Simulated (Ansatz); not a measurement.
A self-consistent single point of Mg3Cu (Pmm2, 4 atoms in the cell) with Ansatz (an electronic-structure program)

Computed with LDA (PW92), harder PAW files (source: ansatz) made with PBE (plane waves; Ansatz).

The input file:

Ansatz 0.2 input:
```yaml
# Mg3Cu
crystal:
  lattice:
    - [3.056370, 0.000000, 0.000000]
    - [0.000000, 4.758410, 0.000000]
    - [0.000000, 0.000000, 5.186650]
  atoms:
    - { symbol: Mg, position_ang: [0.000000, 0.000000, 3.466342] }
    - { symbol: Mg, position_ang: [0.000000, 2.379205, 1.674354] }
    - { symbol: Mg, position_ang: [1.528185, 2.379205, 4.376080] }
    - { symbol: Cu, position_ang: [1.528185, 0.000000, 0.856523] }
basis:
  ecutwfc: 700.0
kpoints:
  mp_grid: { grid: [11, 7, 7] }
hamiltonian:
  xc: lda
  pseudopotentials: { kind: paw, source: ansatz }
scf:
  occupations: { method: cold, width: 0.1 }
output:
  forces: true
  eigenvalues: true
  stress: true
```

Log, with long lists cut:

```
WARN ansatz: RAYON_NUM_THREADS=1 ignored (pool sized by the plan → 1); use --threads N
Pseudopotentials: kind: paw
Pseudopotential: Mg, paw, valence charge 10
Pseudopotential: Cu, paw, valence charge 19
Crystal: 4 atoms, lattice volume = 75.432 Å³
Basis set: ecut = 700 eV, 3191 PW (Γ)
Bands: 30, of which v1, the nominal top of the filled ones, is band 25 counted from 1 (24 counted from 0)
Symmetry: 4 space group operations
Space group: Pmm2 (ITA 25), of the structure as read, at distance tolerance 4.2e-5 Å
k-points: 96 of 539 (time reversal used)
PAW frozen core: Mg, regenerated for the run's functional, and the local potential with it
PAW frozen core: Cu, regenerated for the run's functional, and the local potential with it
Initial density: superposition of atomic densities (chi_scale 0.1, normalization cell, long waves kept (reshape's long-wave potential 0.02 eV rms))
Initial wavefunctions: pseudopotential atomic-orbital guess
Eigensolver: davidson
Functional: x = slater, c = lda
SCF iter   1: F=—  HF=-12272.225610 eV  |F-HF|=—  |Δ(HF+E_count)|=         —  Δρ=5.33e-1  dr2=2.40e2  ethr=3.10e-3  ⟨swp⟩=6.4  Hψ=12136  notcnv=0
all-band conjugate gradients solve this SCF's bands
preconditioner: auto → Kerker (q_TF=auto, 2.539 Å⁻¹)
SCF iter   2: F=—  HF=-12262.875777 eV  |F-HF|=—  |Δ(HF+E_count)|=    9.35e0  S|Δr|=    0.00e0  Δρ=2.14e-1  dr2=4.02e1  ethr=3.10e-3  ⟨swp⟩=3.1  Hψ=6896  notcnv=0  defer=38
SCF iter   3: F=—  HF=-12260.679965 eV  |F-HF|=—  |Δ(HF+E_count)|=    2.20e0  S|Δr|=    0.00e0  Δρ=5.68e-2  dr2=3.42e0  ethr=3.10e-3  ⟨swp⟩=2.0  Hψ=4680  notcnv=0  defer=96
SCF iter   4: F=—  HF=-12260.379315 eV  |F-HF|=—  |Δ(HF+E_count)|=   3.01e-1  S|Δr|=    0.00e0  Δρ=3.12e-2  dr2=1.01e0  ethr=3.10e-3  ⟨swp⟩=1.8  Hψ=3790  notcnv=0  defer=95
SCF iter   5: F=—  HF=-12260.284632 eV  |F-HF|=—  |Δ(HF+E_count)|=   9.47e-2  S|Δr|=    0.00e0  Δρ=1.69e-2  dr2=3.24e-1  ethr=2.06e-3  ⟨swp⟩=2.0  Hψ=3181  notcnv=0  defer=103
SCF iter   6: F=—  HF=-12260.234998 eV  |F-HF|=—  |Δ(HF+E_count)|=   4.96e-2  S|Δr|=    0.00e0  Δρ=2.63e-3  dr2=6.15e-3  ethr=6.60e-4  ⟨swp⟩=2.0  Hψ=4058  notcnv=0  defer=103
SCF iter   7: F=—  HF=-12260.234410 eV  |F-HF|=—  |Δ(HF+E_count)|=   5.88e-4  S|Δr|=    0.00e0  Δρ=3.76e-4  dr2=2.12e-4  ethr=1.25e-5  ⟨swp⟩=2.0  Hψ=3380  notcnv=0  defer=102
SCF iter   8: F=—  HF=-12260.234363 eV  |F-HF|=—  |Δ(HF+E_count)|=   4.71e-5  S|Δr|=    0.00e0  Δρ=2.23e-4  dr2=4.87e-5  ethr=4.32e-7  ⟨swp⟩=2.7  Hψ=4585  notcnv=0  defer=102
SCF iter   9: F=—  HF=-12260.234359 eV  |F-HF|=—  |Δ(HF+E_count)|=   3.82e-6  S|Δr|=    0.00e0  Δρ=1.17e-4  dr2=1.35e-5  ethr=9.94e-8  ⟨swp⟩=1.1  Hψ=2791  notcnv=0  defer=102
SCF iter  10: F=—  HF=-12260.234357 eV  |F-HF|=—  |Δ(HF+E_count)|=   2.26e-6  S|Δr|=    0.00e0  Δρ=2.70e-5  dr2=5.39e-7  ethr=2.76e-8  ⟨swp⟩=2.0  Hψ=3172  notcnv=0  defer=102
SCF iter  11: F=-12260.234357 eV  HF=-12260.234357 eV  |F-HF|=7.10e-9  |Δ(HF+E_count)|=   8.16e-8  S|Δr|=    0.00e0  Δρ=3.14e-6  dr2=9.94e-9  ethr=2.04e-10  ⟨swp⟩=10.6  Hψ=15738  notcnv=0
SCF 1 converged in 11 iterations: F = -12260.234357 eV  dr2 = 9.94e-9
SCF converged after 11 iterations
Stability not checked (fill_not_monotonic)
Free energy (F): -12260.234357 eV
Harris-Foulkes:  -12260.234357 eV  (|F-HF|=7.10e-9)
Internal energy: -12260.233626 eV  (E = F + TS)
E sigma→0 (E₀):  -12260.234113 eV
Entropy (-TS):   -0.000731 eV (-0.183 meV/atom)
Fermi energy:    7.570551 eV
--- Per-component energies (eV) ---
  E_band       = -1533.025748
  E_kinetic    = 1125.116472
  E_local      = -10155.516765  (includes V_loc(G=0)·N_el)
  E_nonlocal   = 189.669184
  E_hartree    = 3885.807846
  E_xc         = -290.489082
  E_vxc        = -380.241955  (∫ρ·V_xc dr)
  E_paw        = -2140.503001  (= ΣΔE_a)
  E_vpaw       = -83.658043  (= ΣTr[D̂ρ^β])
  E_aug_tail   = -0.001913  (compensation charges beyond the density's cutoff)
  E_ewald      = -4875.216978
  E_core_change = 0.900611  (= ΣΔE_core)
  E_smearing   = -0.000731  (= −TS)
  E_closure    = -0.000000  (closes the sum)
  Σ components = -12260.234357   (vs F -12260.234357, Δ=0.00e0)
--- Forces (eV/Å), atoms counted from 1 ---
  atom   1  Mg     0.00000000     0.00000000     0.03190672
  atom   2  Mg     0.00000000     0.00000000    -0.11218362
  atom   3  Mg     0.00000000     0.00000000     0.11094835
  atom   4  Cu     0.00000000     0.00000000    -0.03068084
  max |Σ_I F_I| component: 9.38e-6 eV/Å
--- Stress (GPa, compression-positive) ---
       -2.121570       0.000000       0.000000
        0.000000      -3.907130       0.000000
        0.000000       0.000000      -4.109276
  P = ⅓ Tr σ = -3.3793 GPa (-33.793 kbar)
  The stress holds the Pulay correction. Without it, at fixed plane waves, as pw.x and ABINIT print it: P = -3.4008 GPa
--- Band table (eV; the first three rows and the last of 96) ---
  k-point 0: bands = ["-104.1266", "-67.5346", "-67.4801", "-67.4222", "-61.9785", "-61.9625", "-61.8863", "-34.9824", "-34.9489", "-34.9452", "-34.9285", "-34.8938", "-34.8886", "-34.8438", "-34.8403", "-34.8386", "0.0917", "4.1592", "4.4417", [...]
  k-point 1: bands = ["-104.1266", "-67.5346", "-67.4801", "-67.4222", "-61.9785", "-61.9625", "-61.8863", "-34.9823", "-34.9489", "-34.9451", "-34.9274", "-34.8937", "-34.8887", "-34.8450", "-34.8404", "-34.8385", "0.2070", "3.8249", "4.4222", [...]
  k-point 2: bands = ["-104.1266", "-67.5346", "-67.4800", "-67.4222", "-61.9785", "-61.9625", "-61.8863", "-34.9822", "-34.9489", "-34.9448", "-34.9247", "-34.8934", "-34.8888", "-34.8480", "-34.8407", "-34.8385", "0.5508", "2.8667", "4.4329", [...]
  k-point 95: bands = ["-104.1263", "-67.5326", "-67.4781", "-67.4204", "-61.9781", "-61.9620", "-61.8920", "-34.9796", "-34.9777", "-34.9424", "-34.9240", "-34.9214", "-34.8859", "-34.8630", "-34.8454", "-34.8379", "4.3156", "4.3932", "4.6695", [...]
```

The run converged in 11 iterations.

The starting cell comes from a database of computed structures (which also holds hypothetical and non-ambient phases and stackings), without a prior relaxation at this level. Spin polarisation is off. With a pressure of about -3 GPa the cell is away from its equilibrium volume at this level. Ansatz's pressure includes its estimate of the finite-basis (Pulay) stress.

Cost on one core of a shared machine: roughly 50 s.
